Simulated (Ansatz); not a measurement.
MoIr3 (P6₃/mmc, No. 194, 8 atoms in the cell; start mp-11482), treated with PBEsol (PAW; Ansatz, a quantum-chemistry and plane-wave program).

Run with plane-wave cutoff 520 eV, 12×12×12 k mesh, Fermi–Dirac smearing 0.05 eV, no spin polarisation, scalar-relativistic PAW data made under PBE.

Cell (relaxed at this level):

```yaml
crystal:
  lattice:
    - [5.47946, 0.00000, 0.00000]
    - [-2.73973, 4.74535, 0.00000]
    - [0.00000, 0.00000, 4.37089]
  atoms:
    - { symbol: Mo, position: [0.33333, 0.66667, 0.25000] }
    - { symbol: Mo, position: [0.66667, 0.33333, 0.75000] }
    - { symbol: Ir, position: [0.83365, 0.66729, 0.25000] }
    - { symbol: Ir, position: [0.16635, 0.33271, 0.75000] }
    - { symbol: Ir, position: [0.16635, 0.83365, 0.75000] }
    - { symbol: Ir, position: [0.83365, 0.16635, 0.25000] }
    - { symbol: Ir, position: [0.33271, 0.16635, 0.25000] }
    - { symbol: Ir, position: [0.66729, 0.83365, 0.75000] }
```

Problem. Give the computed bulk modulus B0.

Solution. 
bulk modulus B0: 372 GPa

Note: the run has no spin polarisation, so it can have missed a magnetic state; the bulk modulus is −V dP/dV from two relaxed cells at ±2 % in volume; the relaxation could not lower the start's symmetry, so the cell can be a saddle point above a distorted one.

Spin–orbit coupling is not included.

The computed numbers hold no vibrational or temperature effects.

The result took around 8 core-minutes (rough).

A start named mp-… is a Materials Project structure, which need not be a measured phase.
